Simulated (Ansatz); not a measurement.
An Ansatz (an electronic-structure program) run: Au with a change (isotropic strain +3.89 %); PBEsol (Ansatz; PAW; 420 eV plane waves; no SOC), earlier PAW set.

Input:

Ansatz 0.2 input:
```yaml
crystal:
  lattice:
    - [0, 2.1208402315, 2.1208402315]
    - [2.1208402315, 0, 2.1208402315]
    - [2.1208402315, 2.1208402315, 0]
  atoms:
    - { symbol: Au, position: [0, 0, 0] }
basis: { ecutwfc: 420, ecutrho_ratio: 4, xc_grid: 2, fft_grid_basis: typed }
kpoints: { mp_grid: { grid: [28, 28, 28] } }
hamiltonian:
  xc: pbesol
  dispersion: none
  pseudopotentials: { azcp: { folder: ./paw }, kind: paw }
scf: { occupations: { method: fermi_dirac, width: 0.1 }, convergence: { dr2_threshold: 0.0000000001 } }
relax: { f_tol: 0.005, max_steps: 50 }
output: { forces: true, stress: true }
checkpoint: { write: state.ck, write_every: 1000 }
```

Output (explanatory and most iteration lines left out):

```
Relaxation: its limit of steps is 50 (relax.max_steps)
Pseudopotential: Au, paw, valence charge 19
Crystal: 1 atoms, lattice volume = 19.079 Å³
Basis set: ecut = 420 eV, 339 PW (Γ), exchange–correlation on 48×48×48 points (8 copies of the dense FFT grid, shifted against one another)
Bands: 14, of which v1, the nominal top of the filled ones, is band 10 counted from 1 (9 counted from 0)
Symmetry: 48 space group operations
Space group: Fm-3m (ITA 225), of the structure as read, at distance tolerance 2.7e-5 Å
k-points: 624 of 21952
Functional: x = pbesol(κ = 0.804, μ = 0.12345679012345678), c = pbesol(β = 0.046)
SCF iter   1: F=—  HF=-13009.055690 eV  |F-HF|=—  |Δ(HF+E_count)|=         —  Δρ=6.90e-2  dr2=1.07e0  ethr=3.10e-3  ⟨swp⟩=4.2  Hψ=42049  notcnv=0
SCF iter   2: F=—  HF=-13008.792697 eV  |F-HF|=—  |Δ(HF+E_count)|=   2.63e-1  Δρ=2.93e-2  dr2=1.90e-1  ethr=3.10e-3  ⟨swp⟩=2.0  Hψ=16440  notcnv=0  defer=36
SCF 1 converged in 8 iterations: F = -13008.741154 eV  dr2 = 8.42e-12
relax step   1: F+E_penalty+E_count = -13008.74115351 eV  Δ(F+E_penalty+E_count) = +0.000e0 eV  max|allowed force component| = 0.000e0 eV/Å  Δτ_max = 0.0000 Å  (8 SCF iters, accepted)
SCF converged after 8 iterations
Free energy (F): -13008.741154 eV
Internal energy: -13008.731572 eV  (E = F + TS)
E sigma→0 (E₀):  -13008.736363 eV
Entropy (-TS):   -0.009582 eV (-9.582 meV/atom)
Fermi energy:    17.427712 eV
--- Forces (eV/Å), atoms counted from 1 ---
  atom   1  Au    -0.00000000    -0.00000000     0.00000000
--- Stress (GPa, compression-positive) ---
      -14.301491      -0.000000      -0.000000
       -0.000000     -14.301491      -0.000000
       -0.000000      -0.000000     -14.301491
  P = ⅓ Tr σ = -14.3015 GPa (-143.015 kbar)
--- Relaxed structure (1 steps of the walk, 1 accepted, 0 SCFs on fresh bases) ---
  atoms:
    - { symbol: Au, position: [0.0, 0.0, 0.0] }
```

Whether these cells are dynamically stable was not tested. The cell was made from Au in the fcc (Cu type) structure (space group Fm-3m, No. 225) by this change: isotropic strain +3.89 %.
